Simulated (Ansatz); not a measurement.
NaSe (P6₃/mmc, No. 194; cell taken from a computed entry)

Computed with r²SCAN+rVV10 (plane waves, PAW; Ansatz, a program for electronic structure).

Settings: plane-wave cutoff 500 eV, 12×12×4 k mesh (along the axes of the cell as run), Fermi–Dirac smearing 0.05 eV, scalar-relativistic PAW data made under PBE.

Cell: relaxed at this level.

```yaml
equilibrium_volume_per_atom: 24.71 Å³/atom
lattice_parameter_a: 4.625 Å
c axis length: 10.667 Å
band_gap: 0.82 eV (on the SCF k mesh)
```

Note: the relaxation could not lower the start's symmetry, so the cell can be a saddle point above a distorted one.

Spin–orbit coupling is not included.

Static lattice: no zero-point or thermal effects.
